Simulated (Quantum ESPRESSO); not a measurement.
# A series of runs on CrI3 (R-3, 8 atoms in the cell)

```xyz
8
Lattice="3.2705 1.8882 6.0156 -3.2705 1.8882 6.0156 0.0000 -3.7765 6.0156" Properties=species:S:1:pos:R:3 pbc="T T T"
Cr     0.0000     0.0000     6.0156
Cr     0.0000     0.0000    12.0313
I     -2.1815     0.0019     7.6038
I      1.0891    -1.8901     7.6038
I      1.0924     1.8882     7.6038
I      2.1815    -0.0019    10.4431
I     -1.0891     1.8901    10.4431
I     -1.0924    -1.8882    10.4431
```
Moments meant for the start (each program seeds them in its own way; μB, in the order of the atoms Cr Cr I I I I I I): 3.0 3.0 0.0 0.0 0.0 0.0 0.0 0.0.

Base run A: PBE, GBRV 1.5 ultrasoft (PBE) pseudopotentials run with Quantum ESPRESSO, self-consistent single point.

Its settings: ecutwfc = 50 Ry; ecutrho = 400 Ry; occupations = smearing; smearing = gauss; degauss = 0.0073499 Ry; nspin = 2; potentials = {Cr: cr_pbe_v1.5.uspp.F.UPF, I: i_pbe_v1.uspp.F.UPF}; K_POINTS = automatic 4 4 4 0 0 0; conv_thr = 1e-10 Ry; mixing_beta = 0.4.

The starting cell was generated: these elements placed on a structure prototype, without a prior relaxation; it need not be a known phase or ordering of this composition. Its lattice was rescaled by a random factor within 2.5 % of one. Spin-orbit coupling is off. The magnetic order is the one reached from the typed start; others were not searched systematically. In the base run, with a pressure of about 6 GPa the cell is away from its equilibrium volume at this level.

A dash stands where there is no value to compare (another energy zero or no entropy term, no result, no spin, no clean gap, or a mesh too coarse for one). 

Run A gave: pressure (GPa) 6.04; largest force (eV/Å) 0.597; size of the net moment (μB/atom) 0.75.

Runs:
- B: HUBBARD: default → ortho-atomic; U Cr-3d 1 eV [PBE+U]
- C: HUBBARD: default → ortho-atomic; U Cr-3d 2 eV [PBE+U]
- D: HUBBARD: default → ortho-atomic; U Cr-3d 3 eV [PBE+U]
- E: HUBBARD: default → ortho-atomic; U Cr-3d 4 eV [PBE+U]
- F: HUBBARD: default → ortho-atomic; U Cr-3d 5 eV [PBE+U]
- G: HUBBARD: default → ortho-atomic; U Cr-3d 6 eV [PBE+U]
- H: HUBBARD: default → ortho-atomic; U Cr-3d 7 eV [PBE+U]
- I: HUBBARD: default → ortho-atomic; U Cr-3d 8 eV [PBE+U]

### Question
What does run I change against A?

### Answer
The pressure goes from 6.04 to 11.03 GPa, the largest force goes from 0.597 to 0.402 eV/Å, no clean gap remains on the mesh (levels overlap or are partly filled), against 0.53 eV before and the size of the net moment stays at 0.75 μB/atom.

### Question
What does run C change against A?

### Answer
The pressure goes from 6.04 to 7.35 GPa, the largest force goes from 0.597 to 0.417 eV/Å, the gap on the mesh goes from 0.533 to 0.328 eV and the size of the net moment stays at 0.75 μB/atom.

### Question
What does run B change against A?

### Answer
The pressure goes from 6.04 to 6.69 GPa, the largest force goes from 0.597 to 0.510 eV/Å, the gap on the mesh goes from 0.533 to 0.433 eV and the size of the net moment stays at 0.75 μB/atom.

```
run  pressure (GPa)  largest force (eV/Å)  size of the net moment (μB/atom)  Hubbard energy (eV/atom)
---  --------------  --------------------  --------------------------------  ------------------------
A              6.04                 0.597                              0.75                         –
B              6.69                 0.510                              0.75                     0.136
C              7.35                 0.417                              0.75                     0.256
D              8.01                 0.321                              0.75                     0.362
E              8.68                 0.235                              0.75                     0.453
F              9.33                 0.191                              0.75                     0.530
G              9.95                 0.220                              0.75                     0.595
H             10.52                 0.301                              0.75                     0.649
I             11.03                 0.402                              0.75                     0.694
```
